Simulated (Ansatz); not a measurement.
Take CuAu (space group P4/mmm, No. 123; relaxed with 0.1 eV smearing) as the base.

```cif
data_AuCu
_chemical_formula_sum 'Cu1 Au1'
_space_group_name_H-M_alt 'P4/mmm'
_space_group_IT_number 123
_space_group_name_Hall '-P 4 2'
_cell_length_a 2.81285
_cell_length_b 2.81285
_cell_length_c 3.59296
_cell_angle_alpha 90.000
_cell_angle_beta 90.000
_cell_angle_gamma 90.000
loop_
_atom_site_label
_atom_site_type_symbol
_atom_site_symmetry_multiplicity
_atom_site_Wyckoff_symbol
_atom_site_fract_x
_atom_site_fract_y
_atom_site_fract_z
_atom_site_occupancy
Cu1 Cu 1 a 0.00000 0.00000 0.00000 1
Au1 Au 1 d 0.50000 0.50000 0.50000 1
```

All numbers come from PBEsol (Ansatz, a program for electronic structure; PAW; 420 eV plane waves; no spin-orbit coupling).

Before the change:

```
Item        Value
--------  -------
Pressure  0.0 GPa
Band gap     zero
```

The change: every lattice vector is shortened by 1.00 %, atoms relaxed at fixed cell.

**Question.** What happens to the pressure, energy relative to the base and band gap?

**Answer.** The pressure (mean of the normal stresses, compression positive) goes from zero to 5.6 GPa; the energy rises by 7.2 meV/atom; the band gap remains zero.

The cells carry an imposed strain or load. No phonon test of stability was made. All final runs are without spin polarisation.
